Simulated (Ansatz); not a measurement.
The starting structures come from a database of crystals and need not be the phases stable at ambient conditions.

## Evanescent states of SiO$_{2}$ (I-42d, not sure to be the ambient phase, 6 atoms a cell, 15.0 Å³ an atom) along the normal of (100)

These are r2SCAN (plane waves, PAW; Ansatz, a quantum-chemistry and plane-wave program) values and carry that method's errors.

No gap correction and no spin-orbit coupling; mid-gap values are interpolated between computed energies.

Energies count from the valence-band top; κ is the least over a 6×4 mesh across the current.

```tsv
E (eV)	κ (1/Å)	where
0.15	0.352	Γ
0.45	0.479	Γ
0.75	0.561	Γ
1.05	0.569	Γ
1.35	0.572	Γ
1.65	0.574	Γ
1.95	0.574	Γ
2.25	0.571	Γ
2.55	0.566	Γ
2.85	0.559	Γ
3.15	0.549	Γ
3.45	0.537	Γ
3.75	0.522	Γ
4.05	0.505	Γ
4.35	0.484	Γ
4.65	0.459	Γ
4.95	0.430	Γ
5.25	0.396	Γ
5.55	0.354	Γ
5.85	0.302	Γ
6.15	0.232	Γ
6.45	0.116	Γ
```

### Question
How thick must the barrier be to attenuate the transmission by 10^6 when the electrodes' Fermi level lies at 3.15 eV, and what attenuation does that film give at 4.05 eV?

### Answer
d = 6 ln 10 / (2 × 0.549) = 12.6 Å. At 4.05 eV it gives 6 × 0.505/0.549 = 5.5 decades.
